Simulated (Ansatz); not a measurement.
Consider Ge (space group I4_1/amd, No. 141; a = 5.1185 Å, c = 2.8010 Å; a cell from a computed database, its experimental status unchecked).

Level of theory: PBEsol (Ansatz, an electronic-structure program; PAW; 420 eV plane waves; no spin-orbit coupling).

Base values:

c/a ratio: 0.547
Shortest interatomic distance: 2.653 Å

The change: a negative pressure, −2 GPa.

### Question
How does this affect the c/a ratio and shortest interatomic distance?

### Answer
The c/a ratio hardly moves (0.547 against 0.548); the shortest interatomic distance goes up by 0.0224 Å (2.653 Å → 2.676 Å).

Load acts through the strain it causes; cell and atoms are relaxed under it. Whether these cells are dynamically stable was not tested. The base started in Imma and relaxed to I4_1/amd at this level. This is not the structure that Ge has at room temperature and ambient pressure.
